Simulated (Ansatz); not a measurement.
The reference is CdS in the wurtzite structure (space group P6_3mc, No. 186; a = 4.196 Å, c = 6.830 Å). Axes: x lies along a and z along c of the hexagonal cell.

Calculations: PBE (Ansatz, a program for electronic structure, PAW, spin-orbit coupling left out).

Before the change:

| Property | Result |
|---|---|
| Electron mass | 0.12 mₑ along c, 0.13 mₑ across (at Γ) |
| Pressure | 0.0 kbar |
| Valence-band top at Γ | 0.00, 0.00, -0.04 eV |

It is then changed as follows: the cell is stretched by 0.60 % along z with no lateral relaxation; the atoms relax in the strained cell.

Problem. Predict the new electron mass, pressure, energy relative to the base and valence-band top at Γ.

Solution. The electron mass changes from 0.12 mₑ along c, 0.13 mₑ across (at Γ) to 0.12 mₑ along z, 0.13 mₑ across (at Γ); the pressure (mean of the normal stresses, compression positive) goes from zero to -3.2 kbar; the energy is nearly the same; the valence-band top at Γ (three highest levels, from the VBM) becomes 0.00, 0.00, -0.06 eV (base: 0.00, 0.00, -0.04 eV).

The levels and masses belong to the bands next to the band gap. Effective masses come from finite differences of ±0.01 Å⁻¹. Whether these cells are dynamically stable was not tested.
